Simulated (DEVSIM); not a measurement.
System: Si n-p junction from an implanted or diffused profile, at 300 K.

```
layer (left to right)  material  thickness (μm)  Na (cm⁻³)   τn (s)   τp (s)
---------------------  --------  --------------  ---------  -------  -------
1                            Si            13.0     3.1e14  0.00067  0.00067
```

Added donor profile: 5.7e18 cm⁻³ × exp(−(x − 0 μm)²/(2·(0.12 μm)²)). Left contact: ohmic. Right contact: ohmic. Voltage is applied to the left contact. Recombination: SRH at mid-gap, radiative, Auger. Mobility is constant in doping. Where it depends on doping, it is μmin + (μ − μmin)/(1 + (N/Nref)^α).

This is a model device: material constants are rounded textbook-type values typed into the input, and sizes, dopings and lifetimes were drawn at random. Values at 300 K; Nc and Nv go as T^1.5, mobilities as T to minus their exponent, the gap by Varshni's rule with the affinity fixed. The table also holds parameters that only a changed run uses.

| parameter | Si |
|---|---|
| gap (eV) | 1.124 |
| affinity (eV) | 4.05 |
| permittivity | 11.7 |
| Nc (cm⁻³) | 2.86e19 |
| Nv (cm⁻³) | 3.1e19 |
| μn (cm²/Vs) | 1417 |
| μp (cm²/Vs) | 470 |
| μn,min | 52 |
| μp,min | 45 |
| Nref,n | 9.7e16 |
| Nref,p | 2.2e17 |
| αn | 0.68 |
| αp | 0.72 |
| T exponent of μn | 2.3 |
| T exponent of μp | 2.2 |
| B (cm³/s) | 4.7e-15 |
| Cn (cm⁶/s) | 2.8e-31 |
| Cp (cm⁶/s) | 9.9e-32 |
| Varshni α (eV/K) | 0.000473 |
| Varshni β (K) | 636 |

Model (solved in DEVSIM): 1D drift-diffusion, Boltzmann statistics, complete ionisation; no tunnelling, impact ionisation, image-force lowering or self-heating.

Base results: potential step across the device at zero bias (V) 0.785; dark forward voltage at 1 A/cm² (V) 0.528; dark forward voltage at 100 A/cm² (V) 0.727.

Task: What follows from this one change: thickness of layer 1 13 → 22 μm?

Result: potential step across the device at zero bias little changed (0.785 V); dark forward voltage at 1 A/cm² 0.528 → 0.545 V; dark forward voltage at 100 A/cm² 0.727 → 0.770 V.

Task: What follows from this one change: temperature 300 → 350 K?

Result: potential step across the device at zero bias 0.785 → 0.701 V; dark forward voltage at 1 A/cm² 0.528 → 0.408 V; dark forward voltage at 100 A/cm² 0.727 → 0.647 V.

Task: What follows from this one change: doping Na of layer 1 3.1e+14 → 9.3e+13 cm^-3?

Result: potential step across the device at zero bias 0.785 → 0.754 V; dark forward voltage at 1 A/cm² 0.528 → 0.506 V; dark forward voltage at 100 A/cm² little changed (0.731 V).
